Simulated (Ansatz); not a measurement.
The structure below was relaxed with PBE-D3(BJ), PAW, 420 eV (Ansatz, a first-principles code; no SOC), at pressure 0.7 GPa.

Space group P-3m1 (No. 164); a = b = 3.768 Å, c = 4.774 Å, α = β = 90.00°, γ = 120.00°

```
atom  site  symmetry       x       y       z
----  ----  --------  ------  ------  ------
Pt      1a      -3m.  0.0000  0.0000  0.0000
Se      2d       3m.  0.6667  0.3333  0.2677
```

Task: Write out a cell with all atoms.

Result: 
```cif
data_PtSe2
_chemical_formula_sum 'Pt1 Se2'
_space_group_name_H-M_alt 'P 1'
_space_group_IT_number 1
_cell_length_a 3.76807
_cell_length_b 3.76807
_cell_length_c 4.77409
_cell_angle_alpha 90.000
_cell_angle_beta 90.000
_cell_angle_gamma 120.000
loop_
_space_group_symop_operation_xyz
  'x, y, z'
loop_
_atom_site_label
_atom_site_type_symbol
_atom_site_fract_x
_atom_site_fract_y
_atom_site_fract_z
_atom_site_occupancy
Pt1 Pt 0.00000 0.00000 0.00000 1
Se1 Se 0.66667 0.33333 0.26769 1
Se2 Se 0.33333 0.66667 0.73231 1
```
This is the conventional cell.

Load acts through the strain it causes; cell and atoms are relaxed under it. Whether these cells are dynamically stable was not tested. The final runs are not spin-polarised. The cell was made from PtSe2 in the CdI2 type structure (space group P-3m1, No. 164; layered) by this change: pressure 0.7 GPa.
